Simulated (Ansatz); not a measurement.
The reference is TiTe₂ in the CdI2 type structure (space group P-3m1, No. 164; a = 3.618 Å, c = 6.225 Å; layered, stacked along the Cartesian z axis). Axes: x lies along a and z along c of the hexagonal cell.

All numbers come from Ansatz (a first-principles code), PBEsol-D3(BJ), PAW, cutoff 420 eV, scalar-relativistic without spin-orbit coupling.

Base values:

| Quantity | Result |
|---|---|
| Pressure | 0.0 GPa |
| Volume per atom | 23.52 Å³ |

Perturbation: biaxial strain −1.74 %, plane normal [001], relaxed out of plane (Cartesian); in-plane vectors clamped, the third vector and the atoms free.

### Question
Estimate the effect on the pressure and volume per atom.

### Answer
The pressure (mean of the normal stresses, compression positive) goes from zero to 1.4 GPa; the volume per atom decreases by 0.53 Å³ to 22.99 Å³.

Whether these cells are dynamically stable was not tested. All final runs are without spin polarisation.
